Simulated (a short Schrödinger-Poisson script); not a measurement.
MOS inversion layer, Si3N4 on p-type Si(111)

Structure: MOS inversion layer, Si3N4 on p-type Si(111), at 300 K.

| layer | material | thickness (nm) | Na (cm⁻³) |
|---|---|---|---|
| 1 | Si3N4 | 4.1 | - |
| 2 | Si | 210 | 4.1e18 |

Constants are typed, rounded textbook-type inputs, not results; the design itself was drawn at random and stands for no fabricated device. Si3N4: permittivity 7.5, conduction-band edge (eV) 1.95, gap (eV) 5.1, electron mass (mₑ) 0.5. Si: permittivity 11.7, conduction-band edge (eV) 0, gap (eV) 1.124, Nv at 300 K (cm⁻³) 3.1e19.

Channel valleys (confinement mass, in-plane density-of-states mass, number): Δ6 0.258, 0.358, 6. At the gate the conduction-band edge of layer 1 lies 2.09 eV − eVg above the Fermi level of the channel; the field vanishes at the back. Gaps are held at their typed values at every temperature. Mesh 0.03 nm at interfaces.

Solved with a short Schrödinger-Poisson script written for these runs: 1D Poisson equation in equilibrium, electrons quantum, Hartree (BenDaniel-Duke, 12 states a valley, the channel's in-plane mass for all, wave functions free to enter the dielectric), parabolic valleys, classical holes, full ionisation, no traps, pinning or gate leakage.

```
Vg (V)  electrons (cm⁻²)  C (μF/cm²)  Δ6 E0 (meV)  Δ6 E1 (meV)
------  ----------------  ----------  -----------  -----------
0.6               1.56e6       0.456        426.9        608.0
0.7               2.01e7       0.443        360.9        548.4
0.8               2.69e8       0.431        293.8        487.5
0.9               3.71e9       0.430        226.0        425.5
1                4.71e10       0.534        160.3        365.3
1.1              3.14e11       0.896        111.0        320.7
1.2              8.76e11        1.14         84.2        297.6
1.3              1.59e12        1.25         68.5        285.1
1.4              2.36e12        1.30         57.7        277.4
1.5              3.17e12        1.34         49.6        272.2
1.6              4.01e12        1.36         43.1        268.4
1.7              4.86e12        1.38         37.7        265.7
1.8              5.72e12        1.39         32.9        263.5
1.9              6.59e12        1.40         28.8            -
2                7.47e12        1.41         25.0            -
2.1              8.35e12        1.42            -            -
2.2              9.24e12        1.42            -            -
2.3              1.01e13        1.43            -            -
```

Gate voltages with under 1e6 electrons/cm² are left out.

Subbands count from the Fermi level; a dash marks a level above the dielectric's band edge.
